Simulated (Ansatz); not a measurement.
Symmetric slabs, relaxed from ideal cuts in 1x1 cells, of elemental solids: work function (eV) by functional, in Ansatz (plane waves, PAW). All structures are PBE's; the other columns are single points with references at the same level. No spin-orbit coupling, Hubbard U or dispersion. The rows are a random draw from the class, without slabs that broke up, higher cuts of a face and adsorbates that left their site.

```csv
system,PBE (eV),r2SCAN (eV)
"hcp Lu (10-13), ideal cut with outer spacing 0.26 Å",3.04,3.07
"hcp Zr (21-33), ideal cut with outer spacing 0.15 Å",3.64,3.67
"fcc Sr (311), ideal cut with outer spacing 1.82 Å",2.53,2.54
"hcp Zn (31-40), ideal cut with outer spacing 0.21 Å",4.18,4.29
"hcp Re (22-43), ideal cut with outer spacing 0.31 Å",4.48,?
"hcp Zr (30-31), ideal cut with outer spacing 0.46 Å",3.76,3.76
"hcp Be (31-43), ideal cut with outer spacing 0.08 Å",4.67,4.67
"beta tin (323), ideal cut with outer spacing 0.23 Å",4.12,4.25
```

Fit a straight line y = a·x + b by least squares to the 7 complete rows (x: PBE (eV); y: r2SCAN (eV)).

the means are x̄ = 3.7057 and ȳ = 3.7500; Σ(x − x̄)² = 3.1592 and Σ(x − x̄)(y − ȳ) = 3.2315, so a = 1.023 and b = ȳ − a·x̄ = -0.041. The largest residual is 0.076.

What does the line predict for the withheld row, hcp Re (22-43), ideal cut with outer spacing 0.31 Å, and what did the calculation give?

the line gives 4.54; the calculation gave 4.51, a miss of -0.03, of the size of the fitted rows' scatter and rounding.

Ansatz is a program for electronic structure.
